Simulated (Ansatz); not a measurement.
The starting structures come from a database of crystals and need not be the phases stable at ambient conditions.

 Where the default PAW files enter, the runs use the earlier of Ansatz's two default sets.

The decay constant κ of evanescent states in the gap governs leakage through a thin film.

Given:

```
CELL_PARAMETERS angstrom
      6.57312     0.00000     0.00000
      0.00000     6.58922     0.00000
      1.74623     0.00000     2.90325
ATOMIC_POSITIONS crystal
  Zr 0.24846 0.10842 0.00154
  Zr 0.75154 0.89158 0.99846
  Zr 0.25154 0.60842 0.49846
  Zr 0.74846 0.39158 0.50154
  O  0.02198 0.34076 0.72802
  O  0.97802 0.65924 0.27198
  O  0.47802 0.84076 0.77198
  O  0.52198 0.15924 0.22802
  O  0.13926 0.92350 0.61074
  O  0.86074 0.07650 0.38926
  O  0.36074 0.42350 0.88926
  O  0.63926 0.57650 0.11074
```

Space group of this cell: Pnma. The cell is taken as given; by r2SCAN its mean pressure is -9.1 GPa.

Transport runs along the normal of the first two printed cell vectors.

No gap correction and no spin-orbit coupling; mid-gap values are interpolated between computed energies.

Problem. Compute, with r2SCAN (Ansatz, an electronic-structure program), the band gap and the smallest decay constant κ at mid-gap.

Solution. Gap 3.37 eV on a 10×6×10 mesh; κ = 0.381 1/Å, at the zone centre.
